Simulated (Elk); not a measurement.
## Input and output of a self-consistent single point for TcPt (R-3m, 2 atoms in the cell) (Elk)

Method of the run: PBEsol, all-electron FP-LAPW, Elk's shipped species files, APW+lo basis with extra local orbitals (Elk).

Input:

```
tasks
  0

xctype
  22

rgkmax
  8.0

gmaxvr
  14.0

nxlo
  2

lorbcnd
  .true.

rmtscf
  0.87

lmaxi
  2

stype
  1

swidth
  0.00183747

maxscl
  100

scale
  1.889726125

avec
    1.3791851463    0.7962729155    4.5628530000
   -1.3791851463    0.7962729155    4.5628530000
    0.0000000000   -1.5925458310    4.5628530000

sppath
  'species/'

atoms
  2
  'Tc.in'
  1
  0.5000000000  0.5000000000  0.5000000000    0.0 0.0 0.0
  'Pt.in'
  1
  0.0000000000  0.0000000000  0.0000000000    0.0 0.0 0.0

ngridk
  8 8 8
```

Output, abridged:

```
│ Elk code version 10.2.4 │

All units are atomic (Hartree, Bohr, etc.)

│ Ground-state run starting from atomic densities │

Lattice vectors :
   2.606282202       1.504737731       8.622542519
  -2.606282202       1.504737731       8.622542519
   0.000000000      -3.009475462       8.622542519

Unit cell volume      :    202.8938318
Brillouin zone volume :    1.222561628

Muffin-tin inner radius fraction :   0.1000000000E-01

Nuclei treated as point charges

Species :    1 (Tc)
 parameters loaded from : Tc.in
 name : technetium
 nuclear charge    :   -43.00000000
 electronic charge :    43.00000000
 atomic mass :    178643.0715
 muffin-tin radius :    2.262000000
 number of radial points in muffin-tin :    597
 atomic positions (lattice), magnetic fields (Cartesian) :
   1 :   0.00000000  0.00000000  0.00000000    0.00000000  0.00000000  0.00000000

Species :    2 (Pt)
 parameters loaded from : Pt.in
 name : platinum
 nuclear charge    :   -78.00000000
 electronic charge :    78.00000000
 atomic mass :    355605.4398
 muffin-tin radius :    2.436000000
 number of radial points in muffin-tin :    697
 atomic positions (lattice), magnetic fields (Cartesian) :
   1 :   0.50000000  0.50000000  0.50000000    0.00000000  0.00000000  0.00000000

Total number of atoms per unit cell :    2

Spin treatment :
 spin-unpolarised

Number of Bravais lattice symmetries :   12
Number of crystal symmetries         :   12
Crystal has inversion symmetry
Real symmetric eigensolver will be used

k-point grid :      8     8     8
k-point offset :    0.000000000       0.000000000       0.000000000
k-point set is reduced with full crystal symmetry group
Total number of k-points :       65

Muffin-tin radius times maximum |G+k| :    8.000000000
 using average radius
Maximum |G+k| for APW functions       :    3.405704555
Maximum (1/2)|G+k|²                   :    5.799411758
Maximum |G| for potential and density :    14.00000000
 potential will be trimmed for |G| > 2 gkmax
Constant for pseudocharge density :    9
Radial integration step length :    4

G-vector grid sizes :     42    42    42
Number of G-vectors :     9399

Maximum angular momentum used for
 APW functions                      :    8
 outer part of muffin-tin           :    6
 inner part of muffin-tin           :    2

Total nuclear charge    :   -121.0000000
Total core charge       :    76.00000000
Total valence charge    :    45.00000000
Total excess charge     :    0.000000000
Total electronic charge :    121.0000000

Effective Wigner radius, rₛ :   0.7369957015

Number of empty states         :    8
Total number of valence states :   31
Total number of core states    :   76

Conduction state local-orbitals added automatically
Total number of local-orbitals :  183

Exchange-correlation functional :     22     0     0
 PBEsol, Phys. Rev. Lett. 100, 136406 (2008)
 gradient requirement :    1
 generalised gradient approximation (GGA)

Smearing type :    1
 Methfessel-Paxton order 1, Phys. Rev. B 40, 3616 (1989)
Smearing width :   0.1837470000E-02
Effective electronic temperature (K) :    580.2271348

Mixing type :    3
 Broyden mixing, J. Phys. A: Math. Gen. 17, L317 (1984)

Kohn-Sham potential initialised from atomic data

│ Self-consistent loop started │
│ Loop number : 1 │
 total energy                :     -22708.7264391
│ Loop number : 2 │
 total energy                :     -22710.0731005
RMS change in Kohn-Sham potential (target) :   0.2781953782     (  0.1000000000E-05)
Absolute change in total energy (target)   :    1.346661382     (  0.1000000000E-03)
│ Loop number : 3 │
 total energy                :     -22712.0374058
RMS change in Kohn-Sham potential (target) :   0.2654344235     (  0.1000000000E-05)
Absolute change in total energy (target)   :    2.300970693     (  0.1000000000E-03)
│ Loop number : 4 │
 total energy                :     -22715.3020905
RMS change in Kohn-Sham potential (target) :   0.2241421945     (  0.1000000000E-05)
Absolute change in total energy (target)   :    3.839927325     (  0.1000000000E-03)
│ Loop number : 5 │
 total energy                :     -22716.8391297
RMS change in Kohn-Sham potential (target) :   0.1981001553     (  0.1000000000E-05)
Absolute change in total energy (target)   :    2.497021021     (  0.1000000000E-03)
│ Loop number : 6 │
 total energy                :     -22724.0579200
RMS change in Kohn-Sham potential (target) :   0.5889847749E-01 (  0.1000000000E-05)
Absolute change in total energy (target)   :    7.843045547     (  0.1000000000E-03)
│ Loop number : 7 │
 total energy                :     -22726.0382248
RMS change in Kohn-Sham potential (target) :   0.1377434164E-01 (  0.1000000000E-05)
Absolute change in total energy (target)   :    3.941066272     (  0.1000000000E-03)
│ Loop number : 8 │
 total energy                :     -22726.2735226
RMS change in Kohn-Sham potential (target) :   0.4776803661E-02 (  0.1000000000E-05)
Absolute change in total energy (target)   :    1.220564339     (  0.1000000000E-03)
│ Loop number : 9 │
 total energy                :     -22726.1775252
RMS change in Kohn-Sham potential (target) :   0.1905242933E-02 (  0.1000000000E-05)
Absolute change in total energy (target)   :   0.2091436928     (  0.1000000000E-03)
│ Loop number : 10 │
 total energy                :     -22726.1756897
RMS change in Kohn-Sham potential (target) :   0.1262427053E-02 (  0.1000000000E-05)
Absolute change in total energy (target)   :   0.5045041542E-01 (  0.1000000000E-03)
│ Loop number : 11 │
 total energy                :     -22726.1460260
RMS change in Kohn-Sham potential (target) :   0.1109805213E-03 (  0.1000000000E-05)
Absolute change in total energy (target)   :   0.1705112352E-01 (  0.1000000000E-03)
│ Loop number : 12 │
 total energy                :     -22726.1400689
RMS change in Kohn-Sham potential (target) :   0.3054054213E-04 (  0.1000000000E-05)
Absolute change in total energy (target)   :   0.1021983496E-01 (  0.1000000000E-03)
│ Loop number : 13 │
 total energy                :     -22726.1365114
RMS change in Kohn-Sham potential (target) :   0.1144071047E-04 (  0.1000000000E-05)
Absolute change in total energy (target)   :   0.6112522289E-02 (  0.1000000000E-03)
│ Loop number : 14 │
 total energy                :     -22726.1364446
RMS change in Kohn-Sham potential (target) :   0.2804985252E-05 (  0.1000000000E-05)
Absolute change in total energy (target)   :   0.1594899957E-02 (  0.1000000000E-03)
│ Loop number : 15 │
 total energy                :     -22726.1362168
RMS change in Kohn-Sham potential (target) :   0.2714615565E-05 (  0.1000000000E-05)
Absolute change in total energy (target)   :   0.6265055854E-03 (  0.1000000000E-03)
│ Loop number : 16 │
 total energy                :     -22726.1362566
RMS change in Kohn-Sham potential (target) :   0.1896843417E-05 (  0.1000000000E-05)
Absolute change in total energy (target)   :   0.1168780109E-03 (  0.1000000000E-03)
│ Loop number : 17 │
 total energy                :     -22726.1363184
RMS change in Kohn-Sham potential (target) :   0.7510379234E-06 (  0.1000000000E-05)
Absolute change in total energy (target)   :   0.3265137275E-04 (  0.1000000000E-03)
Convergence targets achieved

│ Loop number : 18 │

Energies :
 Fermi                       :     0.497747072968
 sum of eigenvalues          :     -13866.4916876
 electron kinetic            :      25550.6308661
 core electron kinetic       :      24613.8123061
 Coulomb                     :     -47798.0113425
 Coulomb potential           :     -38787.0360146
 nuclear-nuclear             :     -1874.08776241
 electron-nuclear            :     -53060.8111456
 Hartree                     :      7136.88756553
 Madelung                    :     -28404.4933352
 xc potential                :     -630.086539117
 exchange                    :     -470.856786341
 correlation                 :     -7.89908013716
 total energy                :     -22726.1363429

Density of states at Fermi energy :    75.15458191
 (states/Hartree/unit cell)

Estimated indirect band gap :   0.5911425526E-03
 from k-point     45 to k-point      9
Estimated direct band gap   :   0.7763720356E-02
 at k-point     26

Charges :
 core                        :    76.00000000
 valence                     :    45.00000000
 interstitial                :    4.096022794
 muffin-tins (core leakage)
  species :    1 (Tc)
   atom    1                 :    40.58645352     (  0.1765803777E-05)
  species :    2 (Pt)
   atom    1                 :    76.31752369     (  0.1039991276E-02)
 total in muffin-tins        :    116.9039772
 total calculated charge     :    120.9990492
 total charge                :    121.0000000
 error                       :   0.9508009940E-03

│ Self-consistent loop stopped │
```

The run converged in 18 iterations. The count includes the last loop, which Elk runs after its targets are met.

The starting cell comes from a database of computed structures (which also holds hypothetical and non-ambient phases and stackings), without a prior relaxation at this level. Spin-orbit coupling is off. Spin polarisation is off. Values depend on the basis (sphere radii, cutoffs, local orbitals), which need not be converged. The log's line on a gap gives a spacing of levels on this mesh, which the program prints for metals too.

Cost on one core of a shared machine: roughly 30 s.
